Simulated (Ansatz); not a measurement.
**NbP, pressure series**

The reference is NbP (space group I4_1md, No. 109; a = 3.3205 Å, c = 11.2875 Å).

Cell and atoms are relaxed at each pressure.

The values are results of PBEsol (Ansatz, an electronic-structure program; PAW; 420 eV plane waves; no SOC), not measurements.

| pressure (GPa) | volume per atom (Å³/atom) |
|---|---|
| -1 | 15.635 |
| 0 | 15.556 |
| 3 | 15.333 |
| 7 | 15.058 |
| 15 | 14.574 |
| 30 | 13.831 |
| 50 | 13.060 |
| 75 | ? |
| 100 | 11.714 |

### Question
Fit the third-order Birch–Murnaghan form P(V) = (3B₀/2)[(V₀/V)^(7/3) − (V₀/V)^(5/3)]·[1 + (3/4)(B₀′ − 4)((V₀/V)^(2/3) − 1)] (squares taken in P) to the rows shown and predict the withheld row.

### Answer
Least squares on the printed values gives V₀ = 15.555 Å³/atom, B₀ = 204 GPa, B₀′ = 3.9; this predicts 12.309 Å³/atom, and the run gives 12.312 Å³/atom, 0.003 higher.

Load acts through the strain it causes; cell and atoms are relaxed under it. No phonon test of stability was made. Competing high-pressure phases were not computed. The final runs are not spin-polarised.
